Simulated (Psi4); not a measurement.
Psi4 1.11, PBE0/def2-svp: Sn(Me)(OH)(NH2)2 ([CH3][Sn]([NH2])([NH2])[OH]), 13 atoms. The geometry is a generated start, not checked to be a minimum at this level.

* **task**: gradient
* **method**: pbe0
* **basis**: def2-svp
* **memory**: 7 GB
* **scf_type**: df (default)
* **guess**: auto, which took SAD (default)
* **diis_max_vecs**: 10 (default)
* **scf_initial_accelerator**: adiis (default)
* **e_convergence**: 1e-08 (default)
* **d_convergence**: 1e-08 (default)
* **effective core potentials**: those of the basis set, past Kr
* **basis functions (reference run)**: 122
* **grid points (reference run)**: 2366126

```xyz
13

C      1.8724     0.2551    -0.6257
Sn    -0.1364     0.0272     0.1435
N     -1.5025     0.6667    -1.2244
N     -0.5334    -1.8731     0.7805
O     -0.4826     1.1931     1.7155
H      2.0437     1.3012    -0.8546
H      2.5900    -0.0789     0.1162
H      1.9797    -0.3351    -1.5275
H     -1.6569    -0.0131    -1.9616
H     -2.4108     0.8378    -0.8070
H      0.1750    -2.2022     1.4283
H     -1.4070    -1.9048     1.2998
H     -0.5314     2.1262     1.5170
```
Charge 0, spin multiplicity 1.

Yardstick: the run with dft_radial_points = 200, dft_spherical_points = 974, dft_pruning_scheme = none (default), which is not proven converged either. One run each, on a shared machine, so no times are given.

Settings tried, all else as in the reference:
- dft_radial_points = 99, dft_spherical_points = 590, dft_pruning_scheme = treutler
- dft_radial_points = 75 (default), dft_spherical_points = 302 (default)
- dft_radial_points = 35, dft_spherical_points = 110
- dft_radial_points = 75 (default), dft_spherical_points = 434
- dft_radial_points = 50, dft_spherical_points = 194
- dft_radial_points = 150, dft_spherical_points = 770
- dft_radial_points = 75 (default), dft_spherical_points = 302 (default), dft_pruning_scheme = robust
- dft_radial_points = 75 (default), dft_spherical_points = 302 (default), dft_pruning_scheme = treutler
- dft_radial_points = 99, dft_spherical_points = 590
- dft_radial_points = 25, dft_spherical_points = 50

Task: Sort the settings: which keep to the reference within 1.0 meV/atom in energy, 10 meV/Å in forces (largest component), and which don't?

Result: Within it: dft_radial_points = 150, dft_spherical_points = 770; dft_radial_points = 99, dft_spherical_points = 590; dft_radial_points = 99, dft_spherical_points = 590, dft_pruning_scheme = treutler; dft_radial_points = 75 (default), dft_spherical_points = 434; dft_radial_points = 75 (default), dft_spherical_points = 302 (default), dft_pruning_scheme = treutler; dft_radial_points = 75 (default), dft_spherical_points = 302 (default), dft_pruning_scheme = robust; dft_radial_points = 75 (default), dft_spherical_points = 302 (default). At the edge, too close to call: dft_radial_points = 50, dft_spherical_points = 194. Outside: dft_radial_points = 35, dft_spherical_points = 110; dft_radial_points = 25, dft_spherical_points = 50.

| setting | grid points | energy against the reference | difference in forces (largest component) |
|---|---|---|---|
| the reference | 2366126 | — | — |
| dft_radial_points = 150, dft_spherical_points = 770 | 1411959 | under 0.001 meV/atom | 0.42 meV/Å |
| dft_radial_points = 99, dft_spherical_points = 590 | 716587 | +0.0015 meV/atom | 1.3 meV/Å |
| dft_radial_points = 99, dft_spherical_points = 590, dft_pruning_scheme = treutler | 401075 | −0.014 meV/atom | 2.3 meV/Å |
| dft_radial_points = 75 (default), dft_spherical_points = 434 | 401811 | −0.0063 meV/atom | 3.1 meV/Å |
| dft_radial_points = 75 (default), dft_spherical_points = 302 (default), dft_pruning_scheme = treutler | 164070 | −0.023 meV/atom | 4.9 meV/Å |
| dft_radial_points = 75 (default), dft_spherical_points = 302 (default), dft_pruning_scheme = robust | 198918 | −0.0098 meV/atom | 5.0 meV/Å |
| dft_radial_points = 75 (default), dft_spherical_points = 302 (default) | 279742 | −0.0098 meV/atom | 5.0 meV/Å |
| dft_radial_points = 50, dft_spherical_points = 194 | 121626 | −0.22 meV/atom | 8.4 meV/Å |
| dft_radial_points = 35, dft_spherical_points = 110 | 48385 | +0.030 meV/atom | 41 meV/Å |
| dft_radial_points = 25, dft_spherical_points = 50 | 15767 | −11 meV/atom | 390 meV/Å |

Total energies are compared; such shifts often cancel in part in energy differences. The gradients leave out the derivatives of the grid weights. Also tried and not ranked: dft_radial_points = 99, dft_spherical_points = 590, dft_pruning_scheme = robust (same energy as a listed run). The tolerance is a choice made for this comparison.
